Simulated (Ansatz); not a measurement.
The reference is KF in the rock salt structure (space group Fm-3m, No. 225; a = 5.421 Å).

Calculations: PBE (Ansatz, an electronic-structure program, PAW, without spin-orbit coupling).

Strains are applied to the cell and any free atomic positions relax.

One change was made to it. Results:

| quantity | base | after |
|---|---|---|
| gap character | direct at Γ | direct at Γ |
| width of the top valence band | 0.31 eV | 0.39 eV |
| electron mass | 0.55 mₑ (at Γ) | 0.54 mₑ (at Γ) |

Task: Which of these changes matches the shifts?
(A) isotropic strain −3.00 %
(B) isotropic strain +4.05 %
(C) isotropic strain −5.94 %

Result: A, isotropic strain −3.00 %. For comparison, the electron mass in the other runs: isotropic strain −5.94 % gives 0.53 mₑ (at Γ); isotropic strain +4.05 % gives 0.57 mₑ (at Γ).

Effective masses come from finite differences of ±0.01 Å⁻¹. Stability against distortions was not tested.
